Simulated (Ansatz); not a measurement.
## Hypothetical wurtzite BeS: pressure series

Start from BeS in the wurtzite structure (space group P6_3mc, No. 186; a hypothetical phase, not in the database extracts checked).

```
BeS
1.0
    3.43934     0.00000     0.00000
   -1.71967     2.97855     0.00000
    0.00000     0.00000     5.66719
Be S
2 2
Direct
  0.66667   0.33333   0.99966
  0.33333   0.66667   0.49966
  0.66667   0.33333   0.62554
  0.33333   0.66667   0.12554
```

Cell and atoms are relaxed at each pressure.

Calculations: PBE/PAW in Ansatz (a quantum-chemistry and plane-wave program), no SOC.

```
pressure (GPa)  band gap (eV)
--------------  -------------
-2                       3.79
-1                       3.75
0                        3.71
0.3                      3.69
1.5                      3.65
3                        3.59
5                        3.52
7.5                         ?
10                       3.34
```

Q: Fit E_g = E₀ + αP + βP² to the rows shown and predict the withheld row.

A: Least squares on the printed values gives E₀ = 3.71 eV, α = -39.8 meV/GPa, β = 0.31 meV/GPa² (largest residual 0.01 eV); this predicts 3.43 eV, and the run gives 3.43 eV, in agreement.

Load acts through the strain it causes; cell and atoms are relaxed under it. Stability against distortions was not tested. Competing high-pressure phases were not computed.
